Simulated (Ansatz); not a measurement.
**SnO2: response to strain**

The parent structure is SnO2 in the rutile structure (space group P4_2/mnm, No. 136; a = 4.7692 Å, c = 3.2120 Å). Axes: x, y, z lie along a, b, c of the conventional cell.

Strains are applied to the cell and any free atomic positions relax.

All numbers come from Ansatz (a program for electronic structure), PBEsol, PAW, cutoff 420 eV, no SOC.

Candidates:
(a) uniaxial strain ε_xx = +2.40 %
(b) uniaxial strain ε_xx = +3.00 %
(c) uniaxial strain ε_xx = +0.60 %

For the base:

| Quantity | Value |
|---|---|
| Band gap | 0.92 eV |

Order them by band gap, highest first.

(c) uniaxial strain ε_xx = +0.60 % (0.86 eV), (a) uniaxial strain ε_xx = +2.40 % (0.72 eV), (b) uniaxial strain ε_xx = +3.00 % (0.67 eV)

Stability against distortions was not tested.
